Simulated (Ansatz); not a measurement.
The reference is K in the bcc (W type) structure (space group Im-3m, No. 229; relaxed with 0.1 eV smearing).

```
K
1.0
   -2.60731     2.60731     2.60731
    2.60731    -2.60731     2.60731
    2.60731     2.60731    -2.60731
K
1
Direct
  0.00000   0.00000   0.00000
```

Cartesian axes are those of the cell as printed.

Calculations: Ansatz (a program for electronic structure) PBEsol, no SOC.

Before the change:

The pressure is 0.0 GPa.

It is then changed as follows: biaxial strain −1.00 %, plane normal [001], relaxed out of plane (Cartesian); in-plane vectors clamped, the third vector and the atoms free.

Q: Estimate the effect on the energy relative to the base, ratio −ε⊥/ε∥ and pressure.

A: The energy hardly moves; the ratio −ε⊥/ε∥ is 2.02; the pressure (mean of the normal stresses, compression positive) is still 0.0 GPa.

Whether these cells are dynamically stable was not tested.
